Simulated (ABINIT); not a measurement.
Worked example: self-consistent single point of CaNi2 (Fd-3m, 6 atoms in the cell) in ABINIT.

Method: PBEsol, norm-conserving pseudopotentials (PseudoDojo nc-sr-04 PBEsol standard) (plane waves; ABINIT).

The change in words: lattice scaled by 0.98. Reference geometry:
```
CaNi2
1.0
    0.00000     3.49996     3.49996
    3.49996     0.00000     3.49996
    3.49996     3.49996     0.00000
Ca Ni
2 4
Direct
  0.00000   0.00000   0.00000
  0.25000   0.25000   0.25000
  0.62500   0.62500   0.62500
  0.12500   0.62500   0.62500
  0.62500   0.62500   0.12500
  0.62500   0.12500   0.62500
```

Reference input (self-consistent single point, DFT, PBEsol, plane waves, norm-conserving pseudopotentials (PseudoDojo nc-sr-04 PBEsol standard)): pseudos = [Ca.upf, Ni.upf]; ecut = 98 Ry; occopt = 3; tsmear = 0.1 eV; ngkpt = 6 6 6; nshiftk = 1; shiftk = 0 0 0; potentials = PseudoDojo nc-sr-04 PBEsol standard; nband = 58; kptopt = 1; nstep = 50; tolvrs = 1e-10. This run's input differs from it in these lines:

```diff
@@ -3,7 +3,7 @@
 pseudos "Ca.upf, Ni.upf"
-acell 4.9496937282 4.9496937282 4.9496937282 Angstrom
+acell 4.8507001930 4.8507001930 4.8507001930 Angstrom
 rprim
          0.0000000000    0.7071067812    0.7071067812
-         0.7071067812   -0.0000000000    0.7071067812
-         0.7071067812    0.7071067812   -0.0000000000
+         0.7071067812    0.0000000000    0.7071067812
+         0.7071067812    0.7071067812    0.0000000000
 natom 6
```

Output, abridged:

```
--- !BeginCycle
solver: {iscf: 7, nstep: 50, nline: 4, wfoptalg: 0, }
tolerances: {tolvrs: 1.00E-10, }
...

     iter   Etot(hartree)      deltaE(h)  residm     vres2
 ETOT  1  -744.59580202999    -7.446E+02 3.280E-01 1.082E+04
 ETOT  2  -740.78971241627     3.806E+00 5.099E-02 6.165E+04
 ETOT  3  -746.43691251046    -5.647E+00 4.500E-02 1.548E+04
 ETOT  4  -746.95140275362    -5.145E-01 3.317E-02 9.751E+03
 ETOT  5  -747.36568869318    -4.143E-01 6.254E-03 5.503E+03
   [... 9 lines left out ...]
 ETOT 15  -747.92317338018    -1.520E-07 5.734E-04 7.918E-07
 ETOT 16  -747.92317338020    -2.672E-11 3.346E-04 6.905E-08
 ETOT 17  -747.92317338032    -1.198E-10 2.964E-04 2.625E-09
 ETOT 18  -747.92317338027     4.934E-11 3.476E-04 7.644E-11
 At SCF step   18       vres2   =  7.64E-11 < tolvrs=  1.00E-10 =>converged.

 Cartesian components of stress tensor (hartree/bohr^3)
  sigma(1 1)= -3.85303195E-04  sigma(3 2)=  0.00000000E+00
  sigma(2 2)= -3.85303195E-04  sigma(3 1)=  0.00000000E+00
  sigma(3 3)= -3.85303195E-04  sigma(2 1)=  0.00000000E+00

 ----iterations are completed or convergence reached----

 reduced coordinates (array xred) for    6 atoms
       0.000000000000      0.000000000000      0.000000000000
       0.250000000000      0.250000000000      0.250000000000
       0.625000000000      0.625000000000      0.625000000000
       0.125000000000      0.625000000000      0.625000000000
       0.625000000000      0.625000000000      0.125000000000
       0.625000000000      0.125000000000      0.625000000000
 cartesian forces (eV/Angstrom) at end:
   [... lines left out ...]
 Fermi (or HOMO) energy (hartree) =   0.38808   Average Vxc (hartree)=  -0.46695
   [... lines left out ...]
total_energy        : -7.47923173380274E+02
total_energy_eV     : -2.03520245686400E+04
band_energy         : -6.88009020279650E+01
...

-Cartesian components of stress tensor (GPa)         [Pressure=  1.1336E+01 GPa]
- sigma(1 1)= -1.13360095E+01  sigma(3 2)=  0.00000000E+00
- sigma(2 2)= -1.13360095E+01  sigma(3 1)=  0.00000000E+00
- sigma(3 3)= -1.13360095E+01  sigma(2 1)=  0.00000000E+00

 Calculation completed.
```

The run converged in 18 iterations. Against the reference run the free energy goes up by 37.1 meV/atom and the pressure goes from 3.19 to 11.34 GPa.

The starting cell comes from a database of computed structures (which also holds hypothetical and non-ambient phases and stackings), without a prior relaxation at this level. Its lattice was rescaled by a random factor within 2.5 % of one. For this run, on top of that: lattice scaled by 0.98. Spin polarisation is off. With a pressure of about 11 GPa the cell is away from its equilibrium volume at this level.

Cost on one core of a shared machine: roughly 7 min.
